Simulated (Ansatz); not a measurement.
Base system: AlRu in the CsCl type structure (space group Pm-3m, No. 221; a = 2.977 Å; relaxed with 0.1 eV smearing).

Computed with PBEsol (Ansatz, an electronic-structure program; PAW; 420 eV plane waves; no spin-orbit coupling).

Strains are applied to the cell and any free atomic positions relax.

One change was made to it. Results:

```csv
quantity,base,after
energy relative to the base (free energy F),0 meV/atom,+47 meV/atom
pressure,0.0 GPa,-13.8 GPa
```

### Question
Name the change that was made.
A. isotropic strain +1.50 %
B. isotropic strain −2.50 %
C. isotropic strain +2.50 %

### Answer
C, isotropic strain +2.50 %. For comparison, the energy relative to the base in the other runs: isotropic strain +1.50 % gives +17 meV/atom; isotropic strain −2.50 % gives +55 meV/atom.

Stability against distortions was not tested. The final runs are not spin-polarised.
